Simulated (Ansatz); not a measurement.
Consider InSb in the zinc blende structure (space group F-43m, No. 216).

InSb is modelled in the cubic space group F-43m (No. 216), the zinc blende structure, Pearson symbol cF8. Conventional cell: a = 6.556 Å, b = 6.556 Å, c = 6.556 Å, α = 90.00°, β = 90.00°, γ = 90.00°. Sb on 4c is surrounded by 4 In at 2.839 Å (tetrahedral). In on 4a sees 4 Sb at 2.839 Å (tetrahedral). (Neighbours: up to the widest gap in distance over summed covalent radii, below 1.35, at either atom; cation-cation and far metal-metal contacts left out.)
(The calculation used a cell of 2 atoms; values per cell refer to that cell.)

Computed with Ansatz (an electronic-structure program) r2SCAN, scalar-relativistic without spin-orbit coupling.

One change was made to it. Results:

```tsv
quantity	base	after
band gap	zero	0.22 eV
lattice parameter a	6.556 Å	6.487 Å
```

Q: Name the change that was made.
A) pressure 10 GPa
B) pressure 0.7 GPa
C) pressure 1.5 GPa

A: C, pressure 1.5 GPa. For comparison, the band gap in the other runs: pressure 0.7 GPa gives 0.12 eV; pressure 10 GPa gives 1.01 eV.

Spin-orbit coupling, missing from the scalar runs, can matter with Sb. Load acts through the strain it causes; cell and atoms are relaxed under it. No phonon test of stability was made. Tetrahedral semiconductors of this kind turn to denser phases somewhere between about 1 and 50 GPa; those were not computed, so compressed cells here can lie past the real transition. All final runs are without spin polarisation. Gaps under 0.05 eV, about the width of the smearing, are given as zero. A zero or small gap of InSb can be the functional's error rather than a property of the material.
